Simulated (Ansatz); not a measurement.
The parent structure is SnS2 in the CdI2 type structure (space group P-3m1, No. 164; a = 3.6695 Å, c = 5.8076 Å; layered, stacked along the Cartesian z axis).

Perturbation: the cell is scaled by 1.0035 in all directions; the atoms relax in the strained cell.

All numbers come from PBE-D3(BJ)/PAW in Ansatz (a first-principles code), no spin-orbit coupling, earlier PAW set.

Base, band edges from the VBM (valence, conduction): K -1.57, 1.79; H -0.39, 2.90; M -0.39, 1.61; L -0.80, 1.36; A -0.34, 2.93; Γ -0.01, 1.69 eV.

### Question
Give the band edges at the high-symmetry points of the new zone, measured from its valence-band maximum.

### Answer
```tsv
point	valence edge (eV)	conduction edge (eV)
Γ	-0.01	1.64
M	-0.39	1.58
K	-1.52	1.82
A	-0.36	2.86
L	-0.79	1.36
H	-0.38	2.88
```

The gap is 1.27 eV, indirect, K–Γ (87 % along) → L–M (33 % along).

No phonon test of stability was made.
